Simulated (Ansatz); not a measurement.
Impurities on the W site of bcc W. The bounds on chemical potentials count only the phases computed here; "not settled" covers levels within 0.1 eV of a band edge and carriers that are partly localised.

Computed with PBE, PAW (plane waves to 420 eV; Ansatz, a quantum-chemistry and plane-wave program). Cell and caveats: 54-site cell; 4×4×4 shifted k-points; no spin–orbit coupling; no Hubbard U; finite-size errors of tenths of an eV; the relaxation kept the symmetry of the starting site.

```tsv
impurity	neighbours in the neutral state (Å)	moment (μB)	E_f of the neutral state (eV; limit and bounding phases)
P	W 2.74, W 2.74, W 2.74, W 2.74, W 2.74, W 2.74, W 2.74, W 2.74 (the shell may go on)	not spin-polarised	1.85 (PW (Pnma))
B	W 2.73, W 2.73, W 2.73, W 2.73, W 2.73, W 2.73, W 2.73, W 2.73 (the shell may go on)	not spin-polarised	2.85 (elements)
Ag	W 2.80, W 2.80, W 2.80, W 2.80, W 2.80, W 2.80, W 2.80, W 2.80 (the shell may go on)	not spin-polarised	2.25 (elements)
Nb	W 2.77, W 2.77, W 2.77, W 2.77, W 2.77, W 2.77, W 2.77, W 2.77 (the shell may go on)	not spin-polarised	-0.34 (elements)
Zr	W 2.80, W 2.80, W 2.80, W 2.80, W 2.80, W 2.80, W 2.80, W 2.80 (the shell may go on)	not spin-polarised	0.48 (ZrW2 (Fd-3m))
Al	W 2.78, W 2.78, W 2.78, W 2.78, W 2.78, W 2.78, W 2.78, W 2.78 (the shell may go on)	not spin-polarised	0.10 (Al5W (P6_322))
Mn	W 2.75, W 2.75, W 2.75, W 2.75, W 2.75, W 2.75, W 2.75, W 2.75 (the shell may go on)	3.0	0.48 (elements)
```
